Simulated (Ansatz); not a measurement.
Consider CdSe in the zinc blende structure (space group F-43m, No. 216; a = 6.196 Å).

(Cell as relaxed with PBE.)

Levels (all Ansatz, a program for electronic structure, PAW, earlier PAW set): PBE (420 eV, without spin-orbit coupling); r2SCAN (500 eV, scalar-relativistic without spin-orbit coupling).

Each level relaxes its own structure.

```json
[
 {"base": "volume per atom", "PBE": "29.74 Å³", "r2SCAN": "28.84 Å³"},
 {"base": "lattice parameter a", "PBE": "6.196 Å", "r2SCAN": "6.133 Å"},
 {"base": "band gap", "PBE": "0.49 eV", "r2SCAN": "1.03 eV"}
]
```

Modification: cell and atoms relaxed at a pressure of 7.5 GPa.

| quantity | PBE | r2SCAN |
|---|---|---|
| shift of the gap caused by the change | +0.25 eV | [?] |
| band gap | 0.75 eV | [?] |
| hole mass (degenerate bands, along [100]) | 0.072, 0.61, 0.61 mₑ (at Γ) | [?] |
| electron mass | 0.070 mₑ (at Γ) | [?] |
| lattice parameter a | 5.943 Å | [?] |

Q: Given the PBE results, estimate those of r2SCAN.

A: 
- shift of the gap caused by the change, r2SCAN: +0.25 eV
- band gap, r2SCAN: 1.28 eV
- hole mass (degenerate bands, along [100]), r2SCAN: 0.11, 0.60, 0.60 mₑ (at Γ)
- electron mass, r2SCAN: 0.10 mₑ (at Γ)
- lattice parameter a, r2SCAN: 5.908 Å

PBE's band gap lies 0.53 eV below r2SCAN's; PBE's lattice parameter a lies 0.035 Å above r2SCAN's (0.6 %); the two agree on the shift of the gap caused by the change. Neither level is exact; r2SCAN is the comparison here, not a measurement.

Load acts through the strain it causes; cell and atoms are relaxed under it. Masses are band curvatures over ±0.01 Å⁻¹ around the edge. Whether these cells are dynamically stable was not tested. Tetrahedral semiconductors of this kind turn to denser phases somewhere between about 1 and 50 GPa; those were not computed, so compressed cells here can lie past the real transition.
